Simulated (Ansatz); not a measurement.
Consider MgS in the rock salt structure (space group Fm-3m, No. 225; a = 5.182 Å).

Computed with plane-wave PAW DFT at the PBEsol level (Ansatz, a program for electronic structure, 420 eV), without spin-orbit coupling.

One change was made to it. Results:

| quantity | base | after |
|---|---|---|
| band gap | 2.73 eV | 2.74 eV |
| volume per atom | 17.39 Å³ | 17.24 Å³ |
| smallest direct gap | 3.69 eV | 3.76 eV |

### Question
Name the change that was made.
A. pressure 0.3 GPa
B. pressure −2 GPa
C. pressure 0.7 GPa
D. pressure 1.5 GPa

### Answer
C, pressure 0.7 GPa. For comparison, the volume per atom in the other runs: pressure 1.5 GPa gives 17.07 Å³; pressure −2 GPa gives 17.87 Å³; pressure 0.3 GPa gives 17.33 Å³.

Load acts through the strain it causes; cell and atoms are relaxed under it. Stability against distortions was not tested.
